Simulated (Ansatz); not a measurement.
**BiBr3 (C2/m, No. 12)**

Method: r²SCAN+rVV10 in Ansatz (PAW).

Numerical settings: plane-wave cutoff 500 eV, 8×8×6 k mesh (along the axes of the cell as run), Fermi–Dirac smearing 0.05 eV, scalar-relativistic PAW data made under PBE.

Cell (relaxed at this level):

```yaml
crystal:
  lattice:
    - [3.56609, -6.17452, 0.01937]
    - [3.56609, 6.17452, 0.01937]
    - [-2.37815, 0.00000, 6.39559]
  atoms:
    - { symbol: Bi, position: [0.83359, 0.16641, 0.00000] }
    - { symbol: Bi, position: [0.16641, 0.83359, 0.00000] }
    - { symbol: Br, position: [0.41645, 0.07714, 0.74402] }
    - { symbol: Br, position: [0.58355, 0.92286, 0.25598] }
    - { symbol: Br, position: [0.92286, 0.58355, 0.25598] }
    - { symbol: Br, position: [0.07714, 0.41645, 0.74402] }
    - { symbol: Br, position: [0.75790, 0.75790, 0.73773] }
    - { symbol: Br, position: [0.24210, 0.24210, 0.26227] }
```

band gap: 3.03 eV (on the SCF k mesh)

Note: the relaxation could not lower the start's symmetry, so the cell can be a saddle point above a distorted one.

Spin–orbit coupling is not included; with these elements it can move the gap by several tenths of an eV or more.

Computed values are for the static lattice.

It cost around 18 core-minutes (rough) of CPU time.

Ansatz is an electronic-structure program.
